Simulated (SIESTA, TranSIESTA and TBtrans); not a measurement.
## Ru chain with one bond stretched by 0.3 Å

Device: Ru chain with one bond stretched by 0.3 Å. Leads: straight Ru chain, spacing 2.25 Å. Geometry: as built, not relaxed.

Computed with TranSIESTA and TBtrans, PBE, DZP numerical orbitals (energy shift 0.15 eV), PseudoDojo norm-conserving scalar-relativistic potentials, mesh cutoff 200 Ry, 300 K, spin-polarised (collinear), no spin-orbit coupling; self-consistent non-equilibrium Green functions.

```
Property                                                       Value
-------------------------------------------------------------  -----
Conductance at 300 K (G0 = 2e²/h)                               3.88
Mean T from −0.5 to 0.5 eV                                      3.80
Spin polarisation of the conductance, (up − down)/(up + down)  -0.18
```

Energies count from the leads' Fermi level. Transmissions are for each spin. The energy step is 0.01 eV; narrower resonances are cut or missed.

| E (eV) | T up | T down | lead channels up | down |
|---|---|---|---|---|
| -2.00 | 2.33 | 2.04 | 3 | 3 |
| -1.90 | 2.36 | 2.10 | 3 | 3 |
| -1.80 | 2.39 | 2.15 | 3 | 3 |
| -1.70 | 4.30 | 2.19 | 5 | 3 |
| -1.60 | 5.11 | 2.22 | 6 | 3 |
| -1.50 | 5.12 | 2.25 | 6 | 3 |
| -1.40 | 4.53 | 2.28 | 6 | 3 |
| -1.30 | 4.12 | 2.31 | 6 | 3 |
| -1.20 | 3.93 | 2.35 | 6 | 3 |
| -1.10 | 3.80 | 2.49 | 6 | 4 |
| -1.00 | 3.69 | 2.67 | 6 | 4 |
| -0.90 | 3.59 | 2.78 | 6 | 4 |
| -0.80 | 3.52 | 2.86 | 6 | 4 |
| -0.70 | 3.48 | 2.93 | 6 | 4 |
| -0.60 | 3.47 | 3.37 | 6 | band edge |
| -0.50 | 3.49 | 3.52 | 6 | 6 |
| -0.40 | 3.28 | 3.61 | 4 | 6 |
| -0.30 | 3.26 | 3.85 | 4 | 6 |
| -0.20 | 3.23 | 4.21 | 4 | 6 |
| -0.10 | 3.21 | 4.51 | 4 | 6 |
| 0.00 | 3.18 | 4.60 | 4 | 6 |
| 0.10 | 3.16 | 4.56 | 4 | 6 |
| 0.20 | 3.14 | 4.57 | 4 | 6 |
| 0.30 | 3.11 | 4.71 | 4 | 6 |
| 0.40 | 3.09 | 5.02 | 4 | 6 |
| 0.50 | 3.07 | 5.26 | 4 | 6 |
| 0.60 | 3.04 | 5.08 | 4 | 6 |
| 0.70 | 3.01 | 4.37 | 4 | 6 |
| 0.80 | 2.97 | 3.71 | 4 | 4 |
| 0.90 | 2.91 | 3.73 | 4 | 4 |
| 1.00 | 2.80 | 3.73 | 4 | 4 |
| 1.10 | 2.61 | 3.72 | 4 | 4 |
| 1.20 | 2.50 | 3.70 | 3 | 4 |
| 1.30 | 2.47 | 3.66 | 3 | 4 |
| 1.40 | 2.43 | 3.61 | 3 | 4 |
| 1.50 | 2.35 | 3.54 | 3 | 4 |
| 1.60 | 2.21 | 3.45 | 3 | 4 |
| 1.70 | 1.83 | 3.35 | 3 | 4 |
| 1.80 | 1.00 | 3.24 | 1 | 4 |
| 1.90 | 1.00 | 3.09 | 1 | 4 |
| 2.00 | 1.00 | 2.68 | 1 | 3 |

The magnetic order of the leads was set by the start, and no other order was tried; the separate lead runs end at 1.33 (left) and 1.33 (right) μB an atom. The straight chain is held at its spacing; free chains may zigzag or dimerise.
